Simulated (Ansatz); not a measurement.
The reference is Be$_{3}$N$_{2}$ (space group R3m, No. 160; a = 2.8351 Å, c = 14.5572 Å (hexagonal axes); a cell from a computed database, its experimental status unchecked).

One thing is altered: every lattice vector is stretched by 5.32 %; the atoms relax in the strained cell.

Levels (all Ansatz, an electronic-structure program, PAW): PBEsol (420 eV, no spin-orbit coupling); r2SCAN (500 eV, scalar-relativistic without spin-orbit coupling); HSE06 (420 eV, no SOC).

At the geometry relaxed with PBEsol, these levels gave the following band gaps, in shuffled order: (a) 3.28 eV, (b) 3.84 eV, (c) 2.55 eV.

**Question.** Match each gap to its level.

**Answer.** (a) r2SCAN; (b) HSE06; (c) PBEsol.

Single points use the geometry relaxed with PBEsol. The hybrid gap comes from the SCF mesh plus the semilocal run's edge points and a few special points and is an upper bound. No phonon test of stability was made.
